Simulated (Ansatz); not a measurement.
## Response to strain in BN

The reference is BN (space group P6_3/mmc, No. 194; a = 2.5005 Å, c = 6.4117 Å; layered, stacked along the Cartesian z axis). Axes: x lies along a and z along c of the hexagonal cell.

Strains are applied to the cell and any free atomic positions relax.

Level of theory: PBEsol-D3(BJ), PAW, 420 eV (Ansatz, an electronic-structure program; scalar-relativistic without spin-orbit coupling).

Notes on the quantities. energy relative to the base: free energy F; pressure: mean of the normal stresses, compression positive.

```
case                            energy relative to the base  volume per atom  pressure
------------------------------  ---------------------------  ---------------  --------
base                                             0 meV/atom          8.68 Å³  0.00 GPa
uniaxial strain ε_zz = −3.00 %                +0.9 meV/atom          8.42 Å³  0.43 GPa
uniaxial strain ε_zz = −2.40 %                +0.6 meV/atom          8.47 Å³         …
uniaxial strain ε_zz = −1.80 %                            …          8.52 Å³  0.24 GPa
uniaxial strain ε_zz = −1.20 %                +0.2 meV/atom          8.58 Å³         …
uniaxial strain ε_zz = −0.60 %                +0.1 meV/atom          8.63 Å³         …
```

Task: Complete the table.

Result: 
- uniaxial strain ε_zz = −2.40 %, pressure: 0.33 GPa
- uniaxial strain ε_zz = −1.80 %, energy relative to the base: +0.3 meV/atom
- uniaxial strain ε_zz = −1.20 %, pressure: 0.15 GPa
- uniaxial strain ε_zz = −0.60 %, pressure: 0.07 GPa

Whether these cells are dynamically stable was not tested.
